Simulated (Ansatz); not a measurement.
Levels about the gap of amorphous Si$_{24}$O$_{47}$F$_{2}$ (73 atoms in a cell of 1053 Å³, 2.31 g/cm³; zone centre alone, so wide bands show as single levels with stretches between that a denser mesh fills), at the geometry that PBE relaxed, where it gives 0.0 GPa on a denser mesh. The participation number counts the atoms over which a state spreads; weights are charges in smoothed Voronoi cells. The levels come from a single point, so bond lengths are those of that geometry. Method of the levels: PBE, scalar-relativistic without spin-orbit coupling (Ansatz, a program for electronic structure). Sampling: the zone centre alone; Fermi-Dirac width 0.02 eV; no spin polarisation. At PBE the levels at the filled edge of the gap are localised (band-tail or defect states).

Preparation: random packing, a CHGNet melt and quench, and a DFT relaxation. O and F atoms were pushed apart under 1.9 Å during the dynamics, to hinder bonds among them. The hot cell started wider than the set density and was brought back towards it in steps. It is the lowest in DFT energy of 2 quenches. It is a model cell: composition and starting density were chosen by hand, and all elements were melted together. No dispersion term was used. Its density started from a set value of 2.21 and ended at 2.31 g/cm³. The simulated quench (nominally 480 K/ps over its main leg) is rapid and tends to freeze in more defects than a deposited or slowly cooled glass has. A cell of this size samples the disorder only roughly. Volume and shape were free in the relaxation.

```csv
"E - E(highest filled), eV",filling,participation number,largest on,weight O,weight Si,weight F
-0.33,filled,24.6,"O, 2 neighbours",0.95,0.04,0.01
-0.29,filled,17.2,"O, 2 neighbours",0.96,0.04,0.00
-0.24,filled,27.5,"O, 2 neighbours",0.96,0.04,0.00
-0.18,filled,26.0,"O, 2 neighbours",0.96,0.03,0.00
-0.10,filled,11.1,"O, 2 neighbours",0.96,0.04,0.00
-0.04,filled,20.8,"O, 2 neighbours",0.97,0.03,0.00
0.00,filled,9.2,"O, 2 neighbours",0.96,0.04,0.00
5.23,empty,62.7,"Si, 4 neighbours",0.66,0.31,0.03
6.69,empty,15.5,"Si, 4 neighbours",0.55,0.43,0.02
6.87,empty,37.8,"Si, 4 neighbours",0.60,0.39,0.01
7.03,empty,42.6,"Si, 4 neighbours",0.62,0.38,0.01
7.09,empty,32.0,"O, 2 neighbours",0.61,0.37,0.01
```

Most localised among these is the filled level at +0.00 eV, on a O atom, which has 2 neighbours (Si 1.66 Å, Si 1.68 Å).
